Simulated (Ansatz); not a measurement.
We look at the formation energy of NbSi2 (P6₂22) from the elements. Reaction: 2 Si (diamond) + Nb (bcc) → NbSi2 (P6₂22). The sign is products less reactants. The value is per atom of the solid.

NbSi2 (P6₂22), 9 atoms in the cell; spin state with PBE: run without spin, k-point mesh 12×12×6 on the run's own vectors.
```yaml
crystal:
  lattice:
    - [4.81137, 0.00000, 0.00000]
    - [-2.40569, 4.16677, 0.00000]
    - [0.00000, 0.00000, 6.61579]
  atoms:
    - { symbol: Nb, position: [0.00000, 0.50000, 0.16667] }
    - { symbol: Nb, position: [0.50000, 0.00000, 0.50000] }
    - { symbol: Nb, position: [0.50000, 0.50000, 0.83333] }
    - { symbol: Si, position: [0.84073, 0.68146, 0.50000] }
    - { symbol: Si, position: [0.15927, 0.84073, 0.83333] }
    - { symbol: Si, position: [0.31854, 0.15927, 0.16667] }
    - { symbol: Si, position: [0.15927, 0.31854, 0.50000] }
    - { symbol: Si, position: [0.84073, 0.15927, 0.83333] }
    - { symbol: Si, position: [0.68146, 0.84073, 0.16667] }
```

Si (diamond, Fd-3m), 2 atoms in the cell, k-point mesh 10×10×10 on the run's own vectors. Conventional cell: a = b = c = 5.470 Å, α = β = γ = 90.00°.

Nb (bcc, Im-3m), 1 atom in the cell; spin state with PBE: run without spin, k-point mesh 26×26×26 on the run's own vectors. Conventional cell: a = b = c = 3.3115 Å, α = β = γ = 90.00°.

Computed with Ansatz (plane waves, PAW), its PAW set soft_1, cutoff 420 eV, 500 eV for r2SCAN. The structures are at rest with PBE; other levels are single points on them. Neutral cells; Fermi-Dirac smearing of at most 0.10 eV in the solids, energies taken to zero width. The lattices are those relaxed with PBE, so at other levels the solids can be strained, which adds to the spread. A dispersion term (D3(BJ), or D4 for r2SCAN) was computed beside these levels and is taken off wherever the name lacks it. No zero-point or thermal terms. The structures are the rest points that the relaxations reached, not proven lowest.

### Question
Predict the value from r2SCAN.

### Answer
-0.53 eV/atom, for 2 Si (diamond) + Nb (bcc) → NbSi2 (P6₂22).

### Question
How does the value move with the functional?

### Answer
```csv
Method,value (eV/atom),less r2SCAN
PBE,-0.56,-0.03
```

The levels span 0.03 eV/atom, from PBE (-0.56) to r2SCAN (-0.53).

Ansatz is a first-principles code.
